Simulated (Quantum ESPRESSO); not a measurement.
A self-consistent single point of FeSi₂ (P1, 3 atoms in the cell) with Quantum ESPRESSO.

Method: LDA (PZ), GBRV 1.5 ultrasoft (LDA) pseudopotentials (plane waves; Quantum ESPRESSO).

The change in words: lattice scaled by 0.98. Reference geometry:
```
FeSi2
1.0
    2.67941     0.00000     0.00000
    0.00000     2.67941     0.00000
    0.00000     0.00000     5.10487
Fe Si
1 2
Direct
  0.00605   0.00797   0.01513
  0.51696   0.53068   0.71494
  0.47700   0.46136   0.26993
```

Reference input (self-consistent single point, DFT, LDA (PZ), plane waves, GBRV 1.5 ultrasoft (LDA) pseudopotentials): ecutwfc = 50 Ry; ecutrho = 400 Ry; occupations = smearing; smearing = gaussian; degauss = 0.0073499 Ry; potentials = {Fe: fe_lda_v1.5.uspp.F.UPF, Si: si_lda_v1.uspp.F.UPF}; K_POINTS = automatic 9 9 5 0 0 0; conv_thr = 1e-10 Ry; mixing_beta = 0.4. This run's input differs from it in these lines:

```diff
@@ -26,5 +26,5 @@
 ATOMIC_POSITIONS {angstrom}
-Fe    0.01619971    0.02135490    0.07722647
-Si    1.38514243    1.42189590    3.64969107
-Si    1.27806785    1.23615920    1.37795245
+Fe    0.01587572    0.02092780    0.07568195
+Si    1.35743969    1.39345809    3.57669754
+Si    1.25250659    1.21143611    1.35039351
 K_POINTS {automatic}
@@ -32,5 +32,5 @@
 CELL_PARAMETERS {angstrom}
-   2.67941000     0.00000000     0.00000000
-   0.00000000     2.67941000     0.00000000
-   0.00000000     0.00000000     5.10487000
+   2.62582200     0.00000000     0.00000000
+   0.00000000     2.62582200     0.00000000
+   0.00000000     0.00000000     5.00277300
```

Output (repeated stretches shortened):

```
     Self-consistent Calculation

     iteration #  1     ecut=    50.00 Ry     beta= 0.40

     total energy              =    -269.53913554 Ry
     estimated scf accuracy    <       0.56853122 Ry

     iteration #  2     ecut=    50.00 Ry     beta= 0.40

     total energy              =    -269.50894488 Ry
     estimated scf accuracy    <       0.91411509 Ry

     iteration #  3     ecut=    50.00 Ry     beta= 0.40

     total energy              =    -269.65373130 Ry
     estimated scf accuracy    <       0.23933249 Ry

   [... 8 blocks of this kind left out ...]

     iteration # 12     ecut=    50.00 Ry     beta= 0.40

     total energy              =    -269.67237580 Ry
     estimated scf accuracy    <          2.7E-10 Ry

     iteration # 13     ecut=    50.00 Ry     beta= 0.40
     End of self-consistent calculation

     Number of k-points >= 100: set verbosity='high' to print the bands.

     the Fermi energy is    15.0516 ev

!    total energy              =    -269.67237580 Ry
     estimated scf accuracy    <          5.0E-11 Ry
     smearing contrib. (-TS)   =      -0.00033365 Ry
     internal energy E=F+TS    =    -269.67204215 Ry

     convergence has been achieved in  13 iterations

     Forces acting on atoms (cartesian axes, Ry/au):

     atom    1 type  1   force =    -0.01944696   -0.02833423   -0.07481349
     atom    2 type  2   force =    -0.00404485   -0.00801935    0.06090636
     atom    3 type  2   force =     0.02349181    0.03635357    0.01390713

     Total force =     0.112406     Total SCF correction =     0.000010

          total   stress  (Ry/bohr**3)                   (kbar)     P=       99.11
   0.00055684   0.00008710   0.00027584           81.91       12.81       40.58
   0.00008710   0.00053633   0.00044621           12.81       78.90       65.64
   0.00027584   0.00044621   0.00092808           40.58       65.64      136.52

   JOB DONE.
```

The run converged in 13 iterations. Against the reference run the free energy rises by 13.0 meV/atom, the pressure goes from -3.57 to 9.91 GPa and the largest force goes from 1.738 to 2.117 eV/Å.

The starting cell comes from a database of computed structures (which also holds hypothetical and non-ambient phases and stackings), without a prior relaxation at this level. Its atoms were displaced at random from the sites of space group no. 123. For this run, on top of that: lattice scaled by 0.98. Spin polarisation is off. With a pressure of about 10 GPa the cell is away from its equilibrium volume at this level. Forces in this geometry exceed 1 eV/Å.

Cost on one core of a shared machine: roughly 90 s.
